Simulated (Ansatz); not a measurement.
An Ansatz (an electronic-structure program) run: MoSi2 with a change (tensor shear ε_xz = +0.86 %); LDA (Ansatz, PAW, spin-orbit coupling left out).

Input:

Ansatz 0.2 input:
```yaml
crystal:
  lattice:
    - [-1.5535514831, 1.5869999735, 3.8757111537]
    - [1.620448464, -1.5869999735, 3.9030075533]
    - [1.5535514831, 1.5869999735, -3.8757111537]
  atoms:
    - { symbol: Si, position: [0.6647891867, 0.6647891867, 0] }
    - { symbol: Si, position: [0.3352108133, 0.3352108133, 0] }
    - { symbol: Mo, position: [0, 0, 0] }
basis: { ecutwfc: 420, ecutrho_ratio: 4, xc_grid: 2, fft_grid_basis: typed }
kpoints: { mp_grid: { grid: [25, 25, 25] } }
hamiltonian:
  xc: lda
  dispersion: none
  pseudopotentials: { kind: paw }
scf: { occupations: { method: fermi_dirac, width: 0.1 }, convergence: { dr2_threshold: 0.0000000003 } }
relax: { f_tol: 0.005, max_steps: 50 }
output: { forces: true, stress: true }
checkpoint: { write: state.ck, write_every: 1000 }
```

Output (explanatory and most iteration lines left out):

```
Relaxation: its limit of steps is 50 (relax.max_steps)
Pseudopotential: Si, paw, valence charge 4
Pseudopotential: Mo, paw, valence charge 14
Crystal: 3 atoms, lattice volume = 39.180 Å³
Basis set: ecut = 420 eV, 767 PW (Γ), exchange–correlation on 60×64×60 points (8 copies of the dense FFT grid, shifted against one another)
Bands: 15, of which v1, the nominal top of the filled ones, is band 11 counted from 1 (10 counted from 0)
Symmetry: 4 space group operations
Space group: C2/m (ITA 12), of the structure as read, at distance tolerance 3.4e-5 Å
k-points: 4069 of 15625
Functional: x = slater, c = lda
SCF iter   1: F=—  HF=-6061.924620 eV  |F-HF|=—  |Δ(HF+E_count)|=         —  Δρ=7.08e-3  dr2=1.17e-2  ethr=1.77e-3  ⟨swp⟩=5.1  Hψ=347510  notcnv=0
SCF iter   2: F=—  HF=-6061.922209 eV  |F-HF|=—  |Δ(HF+E_count)|=   2.41e-3  Δρ=3.89e-3  dr2=3.64e-3  ethr=5.34e-5  ⟨swp⟩=1.0  Hψ=93696  notcnv=0
SCF 1 converged in 7 iterations: F = -6061.921036 eV  dr2 = 1.13e-10
relax step   1: F+E_penalty+E_count = -6061.92103648 eV  Δ(F+E_penalty+E_count) = +0.000e0 eV  max|allowed force component| = 2.895e-2 eV/Å  Δτ_max = 0.0000 Å  (7 SCF iters, accepted)
Crystal: 3 atoms, lattice volume = 39.180 Å³
SCF iter   1: F=—  HF=-6061.921097 eV  |F-HF|=—  |Δ(HF+E_count)|=         —  Δρ=1.04e-4  dr2=6.15e-6  ethr=2.62e-8  ⟨swp⟩=2.1  Hψ=243561  notcnv=0
SCF iter   2: F=—  HF=-6061.921096 eV  |F-HF|=—  |Δ(HF+E_count)|=   1.20e-6  Δρ=6.32e-5  dr2=2.31e-6  ethr=2.62e-8  ⟨swp⟩=1.0  Hψ=61038  notcnv=0
SCF 2 converged in 5 iterations: F = -6061.921095 eV  dr2 = 3.39e-11
relax step   2: F+E_penalty+E_count = -6061.92109546 eV  Δ(F+E_penalty+E_count) = -5.898e-5 eV  max|allowed force component| = 1.277e-2 eV/Å  Δτ_max = 0.0014 Å  (5 SCF iters, accepted)
Crystal: 3 atoms, lattice volume = 39.180 Å³
SCF iter   1: F=—  HF=-6061.921111 eV  |F-HF|=—  |Δ(HF+E_count)|=         —  Δρ=1.02e-4  dr2=5.83e-6  ethr=2.70e-7  ⟨swp⟩=2.2  Hψ=155923  notcnv=0
SCF iter   2: F=—  HF=-6061.921109 eV  |F-HF|=—  |Δ(HF+E_count)|=   1.45e-6  Δρ=6.20e-5  dr2=2.23e-6  ethr=2.65e-8  ⟨swp⟩=1.0  Hψ=93587  notcnv=0
SCF 3 converged in 5 iterations: F = -6061.921109 eV  dr2 = 4.11e-11
relax step   3: F+E_penalty+E_count = -6061.92110890 eV  Δ(F+E_penalty+E_count) = -1.344e-5 eV  max|allowed force component| = 2.991e-3 eV/Å  Δτ_max = 0.0014 Å  (5 SCF iters, accepted)
SCF converged after 5 iterations
Free energy (F): -6061.921109 eV
Internal energy: -6061.911466 eV  (E = F + TS)
E sigma→0 (E₀):  -6061.916287 eV
Entropy (-TS):   -0.009643 eV (-3.214 meV/atom)
Fermi energy:    16.208532 eV
--- Forces (eV/Å), atoms counted from 1 ---
  atom   1  Si     0.00299061     0.00000000     0.00085248
  atom   2  Si    -0.00299061    -0.00000000    -0.00085248
  atom   3  Mo     0.00000000     0.00000000     0.00000000
--- Stress (GPa, compression-positive) ---
        0.079244       0.000000      -3.586487
        0.000000       0.067095      -0.000000
       -3.586487      -0.000000       0.050870
  P = ⅓ Tr σ = 0.0657 GPa (0.657 kbar)
--- Relaxed structure (3 steps of the walk, 3 accepted, 0 SCFs on fresh bases) ---
  atoms:
    - { symbol: Si, position: [0.6647853988162168, 0.663904516024606, -0.0008808827916107487] }
    - { symbol: Si, position: [0.33521460118378316, 0.33609548397539396, 0.000880882791610792] }
    - { symbol: Mo, position: [0.0, 0.0, 0.0] }
```

The cells carry an imposed strain or load. Stability against distortions was not tested. All final runs are without spin polarisation. The cell was made from MoSi$_{2}$ (space group I4/mmm, No. 139) by this change: tensor shear ε_xz = +0.86 %.
